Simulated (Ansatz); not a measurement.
Sc_Ti (rock-salt TiN host)

Level of theory: PBE, PAW (plane waves to 420 eV; Ansatz, an electronic-structure program). Cell and caveats: 64-site cell; 4×4×4 shifted k-points; start: the Ti site; no Hubbard U; not converged in cell size; the relaxation kept the symmetry of the starting site.

Neighbours after relaxation, in Å: of the Sc atom: N 2.16, N 2.16, N 2.16, N 2.16, N 2.16, N 2.16.

| charge | moment (μB) | point group | largest move off a lattice site (Å) |
|---|---|---|---|
| 0 | not spin-polarised | Oh | 0.04 |

Point groups are those of the whole cell at tolerances of 0.03 and 0.1 Å ("near" where only the looser one holds); none is given for unsettled states.

All states together cost very roughly 3 core-minutes.
